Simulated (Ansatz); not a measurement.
Results of PBEsol in Ansatz (PAW) for GeSe₂ (I-42d, No. 122, 6 atoms in the cell; start mp-10074).

Numerical settings: plane-wave cutoff 520 eV, 8×8×8 k mesh, Fermi–Dirac smearing 0.01 eV, scalar-relativistic PAW data made under PBE.

Cell (relaxed at this level):

```yaml
crystal:
  lattice:
    - [-2.89574, 2.89574, 4.80188]
    - [2.89574, -2.89574, 4.80188]
    - [2.89574, 2.89574, -4.80188]
  atoms:
    - { symbol: Ge, position: [0.75000, 0.25000, 0.50000] }
    - { symbol: Ge, position: [0.00000, 0.00000, 0.00000] }
    - { symbol: Se, position: [0.62450, 0.62500, 0.49950] }
    - { symbol: Se, position: [0.37500, 0.87450, 0.99950] }
    - { symbol: Se, position: [0.12550, 0.12500, 0.50050] }
    - { symbol: Se, position: [0.87500, 0.37550, 0.00050] }
```

Problem. Give the computed band gap and bulk modulus B0.

Solution. 
* **band gap**: 1.35 eV (on the SCF k mesh)
* **bulk modulus B0**: 15.4 GPa

Note: the relaxation could not lower the start's symmetry, so the cell can be a saddle point above a distorted one; the bulk modulus is −V dP/dV from two relaxed cells at ±2 % in volume.

Spin–orbit coupling is not included.

Static lattice: no zero-point or thermal effects.

The result took about 7 core-minutes (a rough figure).

A start named mp-… is a Materials Project structure, which need not be a measured phase.

Ansatz is a first-principles code.
